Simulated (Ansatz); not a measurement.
Seebeck coefficient (μV/K, mean over directions) of p-type GaAs (F-43m) against carrier density, r2SCAN with spin-orbit coupling, rigid bands (Ansatz, a first-principles code). Computed gap 0.86 eV; densities at which minority carriers matter at this gap, or further valleys turn the trend, are left out. Conductivity mass 0.40 mₑ (harmonic mean over directions), N_v = 1.2e19 cm⁻³ at 300 K.

```json
[
 {"hole density": "1e16 cm⁻³", "300 K": "830", "500 K": "912"},
 {"hole density": "1e17 cm⁻³", "300 K": "631", "500 K": "[?]"},
 {"hole density": "1e18 cm⁻³", "300 K": "434", "500 K": "[?]"},
 {"hole density": "3e18 cm⁻³", "300 K": "341", "500 K": "[?]"},
 {"hole density": "1e19 cm⁻³", "300 K": "243", "500 K": "321"},
 {"hole density": "3e19 cm⁻³", "300 K": "163", "500 K": "235"},
 {"hole density": "1e20 cm⁻³", "300 K": "98", "500 K": "155"},
 {"hole density": "3e20 cm⁻³", "300 K": "63", "500 K": "102"},
 {"hole density": "1e21 cm⁻³", "300 K": "38", "500 K": "62"}
]
```

Problem. Some entries are withheld; supply them.

Solution. 
- 1e17 cm⁻³, 500 K: 714
- 1e18 cm⁻³, 500 K: 516
- 3e18 cm⁻³, 500 K: 422

Rigid bands with a gap fixed in temperature, one relaxation time for all states, no polarons or phonon drag, and whether or not such doping can be reached.
